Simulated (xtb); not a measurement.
xtb 6.7.1, GFN2-xTB: Nb(OH)(OMe)4 (C[O][Nb]([OH])([O]C)([O]C)[O]C), 23 atoms. The geometry is a generated start, not checked to be a minimum at this level.

```yaml
method: GFN2-xTB
"--acc": 1 (default)
"--etemp (K)": 300 (default)
detailed input (--input): "none: ANC optimiser, Lindh (1995) Hessian, microcycle=20, maxdispl=1.0, hlow=0.01 (default)"
basis_functions: 59
valence_electrons: 64
```

```xyz
23

Nb    -0.1965     0.3500     0.3776
O      0.1821     0.3329     2.3296
H      0.7978    -0.3024     2.7126
O      0.9365    -1.0723     0.2296
C      1.8084    -2.1329     0.3720
H      1.3309    -2.9484     0.9382
H      2.1095    -2.5217    -0.6127
H      2.7159    -1.8167     0.9130
O     -1.6298    -0.6711    -0.3367
C     -1.8206    -1.9080    -0.9372
H     -2.5207    -2.5071    -0.3382
H     -2.2472    -1.7702    -1.9409
H     -0.8670    -2.4563    -1.0291
O     -1.2749     1.7197     0.6700
C     -2.0931     2.7448     1.0602
H     -1.6682     3.2389     1.9489
H     -2.1908     3.4848     0.2501
H     -3.0943     2.3591     1.3142
O      0.8944     1.3787    -0.7799
C      1.9841     1.1656    -1.6122
H      1.6693     1.2355    -2.6641
H      2.7512     1.9284    -1.4261
H      2.4231     0.1685    -1.4390
```

Charge 0 and multiplicity 1 are set for this test and not shown to be the ground state.

The structure is relaxed from this start with --opt LEVEL for the levels crude, sloppy, loose, lax, normal, tight, vtight, extreme, once each. Up to the end of the extreme run atoms move by at most 0.55 Å along an axis.

### Question
Which level is enough to come within 5 meV of the tightest end point?

### Answer
normal: 15 cycles against 44, ending 1.6 meV above.

```tsv
level	cycles	energy above the extreme run (meV)	gradient norm (eV/Å)
crude	1	8.3	0.16
sloppy	1	8.3	0.16
loose	1	8.3	0.16
lax	4	6.3	0.085
normal	15	1.6	0.049
tight	33	0.089	0.0056
vtight	44	under 0.01	0.0020
extreme	44	—	0.0020
```
